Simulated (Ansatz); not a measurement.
Take GaAs in the zinc blende structure (space group F-43m, No. 216; a = 5.667 Å) as the base. Axes: x, y, z lie along the cube axes.

Method: r2SCAN (Ansatz, a first-principles code), no SOC.

For the base:

* **Shortest interatomic distance**: 2.454 Å
* **Valence-band top at Γ**: 0.00, 0.00, 0.00 eV

The change: a free-standing slab of 5 layers (10 atoms, 2 a layer) is cut normal to [110], with 15 Å of vacuum and the in-plane cell held at bulk.

Question: What does the calculation give for the excess energy per area of both faces, shortest interatomic distance, valence-band top at Γ and gap character after the change?

Answer: The excess energy per area of both faces (slab less bulk energy over the cell's area: twice a surface energy) is 1.45 J/m²; the shortest interatomic distance decreases by 0.0363 Å to 2.417 Å; the valence-band top at Γ (three highest levels, from the VBM) becomes 0.00, -0.37, -0.53 eV (base: 0.00, 0.00, 0.00 eV); the gap character comes out as indirect, Γ → X.

The excess energy carries the mismatch between the slab's and the bulk's meshes. Whether these cells are dynamically stable was not tested. k-point labels follow each cell's own Brillouin zone.
